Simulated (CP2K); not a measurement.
Checking a run of CP2K on ZnMo₂Se₄ (P3m1, 7 atoms in the cell). The aim is a self-consistent single point with DFT PBEsol, GPW, DZVP-MOLOPT-SR-GTH basis, GTH-PBE potentials (GTH_POTENTIALS).

Cell that was meant: a = 3.3545 Å, b = 3.3545 Å, c = 18.0971 Å, α = 90.00°, β = 90.00°, γ = 120.00°.

Part of the input:

```
      &END MIXING
      &SMEAR ON
        METHOD FERMI_DIRAC
        ELECTRONIC_TEMPERATURE [K] 11604.5
      &END SMEAR
    &END SCF
    &KPOINTS
```

Log, with long lists cut:

```
 GLOBAL| Method name                                                        CP2K
   [... lines left out ...]
                        No outer SCF

 Extrapolation method: initial_guess

 Number of electrons:                                                         64
 Number of occupied orbitals:                                                 32
 Number of molecular orbitals:                                                43

 Number of orbital functions:                                                129
 Number of independent orbital functions:                                    129
 SCF WAVEFUNCTION OPTIMIZATION

  Step     Update method      Time    Convergence         Total energy    Change
     1 NoMix/Diag. 0.20E+00      -     0.89141972      -234.9417377747 -2.35E+02
     2 Broy./Diag. 0.20E+00      -     0.16115901      -238.4999065551 -3.56E+00
     3 Broy./Diag. 0.20E+00      -     0.11818847      -235.7063534113  2.79E+00
     4 Broy./Diag. 0.20E+00      -     0.08168564      -235.0788398296  6.28E-01
     5 Broy./Diag. 0.20E+00      -     0.01182962      -234.7119205468  3.67E-01
     6 Broy./Diag. 0.20E+00      -     0.00835045      -234.6139867476  9.79E-02
   [... 11 lines left out ...]
    18 Broy./Diag. 0.20E+00      -     0.00000120      -234.6367577687 -1.84E-05
    19 Broy./Diag. 0.20E+00      -     0.00000036      -234.6367603109 -2.54E-06
    20 Broy./Diag. 0.20E+00      -     0.00000028      -234.6367609075 -5.97E-07
    21 Broy./Diag. 0.20E+00      -     0.00000004      -234.6367609298 -2.22E-08
  *** SCF run converged in    21 steps ***

  Overlap energy of the core charge distribution:               0.00000000005889
  Self energy of the core charge distribution:               -416.46607288969807
  Core Hamiltonian energy:                                    101.19420661261108
  Hartree energy:                                             113.68071603397813
  Exchange-correlation energy:                                -32.54293436736003
  Electronic entropic energy:                                  -0.50267632050174
  Fermi energy:                                                 0.19862301698289

  Total energy:                                              -234.63676092977687
  Total energy (extrapolated to T->0):                       -234.38542276952600

   [... lines left out ...]
 STRESS|                        x                   y                   z
 STRESS|      x        1.70879908536E+04   2.62799484253E-01  -4.62664218235E-03
 STRESS|      y        2.62799484253E-01   1.70883373656E+04  -4.52339261002E-03
 STRESS|      z       -4.62664218235E-03  -4.52339261002E-03   2.20169566556E+04
 STRESS| 1/3 Trace                                             1.87310949583E+04
```

Problem. Is this run sound? If not, what is wrong?

Solution. The run is not sound. The fault is a smearing width that is far too large. A width of many tenths of an electronvolt moves electrons far across the Fermi level or the gap, and the free energy and its derivatives carry a large smearing term. To fix it, use a width small against the gap or band features. The run converged in 21 iterations without an error; against the sound input the free energy drops by 790 meV/atom, the pressure goes from -5.37 to 1.87 GPa, the largest force goes from 0.753 to 0.621 eV/Å and no clean gap remains on the mesh (levels overlap or are partly filled), against 0.87 eV before.

The sound input it was made from differs as follows (other fixes are possible):
```diff
-        ELECTRONIC_TEMPERATURE [K] 11604.5
+        ELECTRONIC_TEMPERATURE [K] 1160.45
```

With that input, the run converged in 23 iterations: free energy E − TS -6379.2624 eV; top of the valence band (on the code's own zero) 5.19 eV; gap on the k-point mesh 0.87 eV; pressure -5.37 GPa; largest force (vector length) 0.753 eV/Å (DFT PBEsol, GPW, DZVP-MOLOPT-SR-GTH basis, GTH-PBE potentials (GTH_POTENTIALS)).

On the sound input: the starting cell comes from a database of computed structures (which also holds hypothetical and non-ambient phases and stackings), without a prior relaxation at this level. Its lattice was rescaled by a random factor within 2.5 % of one. Values carry the incompleteness of an atom-centred basis. The potentials were made for another functional than the one used. With a pressure of about -5 GPa the cell is away from its equilibrium volume at this level.
